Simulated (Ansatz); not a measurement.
Consider ScF$_{3}$ in the ReO3 type structure (space group Pm-3m, No. 221).

```
CELL_PARAMETERS angstrom
      4.02048     0.00000     0.00000
      0.00000     4.02048     0.00000
      0.00000     0.00000     4.02048
ATOMIC_POSITIONS crystal
  Sc 0.00000 0.00000 0.00000
  F  0.00000 0.00000 0.50000
  F  0.50000 0.00000 0.00000
  F  0.00000 0.50000 0.00000
```

Cartesian axes are those of the cell as printed.

Levels (all Ansatz, a program for electronic structure, PAW): PBEsol (420 eV, no SOC); HSE06 (420 eV, spin-orbit coupling left out).

Its gap is 6.26 eV with PBEsol and 8.84 eV with HSE06.

Now apply this change: strain tensor (xx, yy, zz, yz, xz, xy) = (+0.47, −1.19, +0.63, −1.19, −0.20, −2.26) %, atoms relaxed at fixed cell.

With PBEsol the gap becomes 6.19 eV.

### Question
If the HSE06 correction stayed the same, what would the HSE06 gap be, and what does the HSE06 run give?

### Answer
A rigid correction of +2.58 eV gives 8.77 eV. The HSE06 run gives 8.75 eV, so the two effects roughly add.

Single points use the geometry relaxed with PBEsol. The hybrid gap comes from the SCF mesh plus the semilocal run's edge points and a few special points and is an upper bound. Stability against distortions was not tested. The base started in R32 and relaxed to Pm-3m at this level. The final runs are not spin-polarised.
